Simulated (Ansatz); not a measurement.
The starting structures come from a database of crystals and need not be the phases stable at ambient conditions.

 Where the default PAW files enter, the runs use the earlier of Ansatz's two default sets.

Given:

```yaml
crystal:
  lattice:
    - [4.82587, 0.00000, 0.00000]
    - [0.00000, 4.82587, 0.00000]
    - [0.00000, 0.00000, 7.65414]
  atoms:
    - { symbol: Te, position: [0.97275, 0.97275, 0.00000] }
    - { symbol: Te, position: [0.52725, 0.47275, 0.75000] }
    - { symbol: Te, position: [0.02725, 0.02725, 0.50000] }
    - { symbol: Te, position: [0.47275, 0.52725, 0.25000] }
    - { symbol: O, position: [0.74006, 0.86051, 0.18473] }
    - { symbol: O, position: [0.63949, 0.24006, 0.93473] }
    - { symbol: O, position: [0.25994, 0.13949, 0.68473] }
    - { symbol: O, position: [0.36051, 0.75994, 0.43473] }
    - { symbol: O, position: [0.24006, 0.63949, 0.06527] }
    - { symbol: O, position: [0.13949, 0.25994, 0.31527] }
    - { symbol: O, position: [0.75994, 0.36051, 0.56527] }
    - { symbol: O, position: [0.86051, 0.74006, 0.81527] }
```

Space group of this cell: P4_32_12. The cell is taken as given.

Level of theory: r2SCAN (plane waves, PAW; Ansatz, an electronic-structure program).

The current runs along the normal of the first two printed vectors; no spin-orbit coupling. Scaled by the factor s: the length along the current (ions clamped). Meshes 6×6×4 and 6×6 across the current in all rows.

```json
[
 {"s": "0.97", "mean pressure (GPa)": "6.5", "band gap (eV)": "?"},
 {"s": "1.00", "mean pressure (GPa)": "0.4", "band gap (eV)": "3.52"},
 {"s": "1.03", "mean pressure (GPa)": "-4.5", "band gap (eV)": "3.34"}
]
```

Q: Take the slope of the band gap against ln s from the two given rows, extrapolate to s = 0.97, and say what the run there gives.

A: Slope = (3.34 − 3.52) / ln 1.03 = -6.09 eV. The line gives 3.52 + (-6.09) × ln 0.97 = 3.71 eV. The run gives 3.68 eV, 0.03 eV under the line, 14 % of the predicted step.
